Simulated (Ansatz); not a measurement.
WO3 (P6/mmm, No. 191, 12 atoms in the cell; start COD 1004057; the formula has other measured phases), treated with PBEsol (Ansatz, an electronic-structure program, PAW).

Settings: plane-wave cutoff 520 eV, 6×6×10 k mesh (along the axes of the cell as run), Fermi–Dirac smearing 0.01 eV, no spin polarisation, scalar-relativistic PAW data made under PBE.

Cell (measured lattice):

```
CELL_PARAMETERS angstrom
      7.29800     0.00000     0.00000
     -3.64900     6.32025     0.00000
      0.00000     0.00000     3.89900
ATOMIC_POSITIONS crystal
  W  0.50000 0.00000 0.00000
  W  0.50000 0.50000 0.00000
  W  0.00000 0.50000 0.00000
  O  0.50000 0.00000 0.50000
  O  0.50000 0.50000 0.50000
  O  0.00000 0.50000 0.50000
  O  0.21200 0.42400 0.00000
  O  0.78800 0.21200 0.00000
  O  0.57600 0.78800 0.00000
  O  0.78800 0.57600 0.00000
  O  0.21200 0.78800 0.00000
  O  0.42400 0.21200 0.00000
```

Problem. Estimate the band gap and smallest direct gap on the k points sampled that the calculation returns.

Solution. 
band gap: 0.57 eV
smallest direct gap on the k points sampled: 1.45 eV

Note: cell and atoms aren't relaxed at this level (pressure -1.4 GPa).

Spin–orbit coupling is not included.

The result took around 60 core-seconds (rough).
